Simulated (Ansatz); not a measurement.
The reference is Be2C (space group Fm-3m, No. 225; a = 4.328 Å).

The values are results of PBE (Ansatz, a quantum-chemistry and plane-wave program, PAW, no spin-orbit coupling), not measurements.

Strains are applied to the cell and any free atomic positions relax.

One change was made to it. Results:

The mean gap deformation potential ΔEg/Δln V amounts to -0.5 eV; the electron mass goes from 0.69 mₑ along k, 0.23 mₑ across (at X) to 0.68 mₑ along k, 0.23 mₑ across (at X); the energy increases by 23 meV/atom; the hole mass (degenerate bands, along [100]) becomes 0.27, 0.27, 0.39 mₑ (at Γ) (base: 0.26, 0.26, 0.42 mₑ (at Γ)).

### Question
Which change produced these results?
(A) isotropic strain +2.50 %
(B) isotropic strain +1.50 %
(C) isotropic strain −2.00 %

### Answer
A, isotropic strain +2.50 %. For comparison, the electron mass in the other runs: isotropic strain +1.50 % gives 0.69 mₑ along k, 0.23 mₑ across (at X); isotropic strain −2.00 % gives 0.70 mₑ along k, 0.23 mₑ across (at X).

Effective masses come from finite differences of ±0.01 Å⁻¹. Along k means along the line from Γ to the band edge. No phonon test of stability was made.
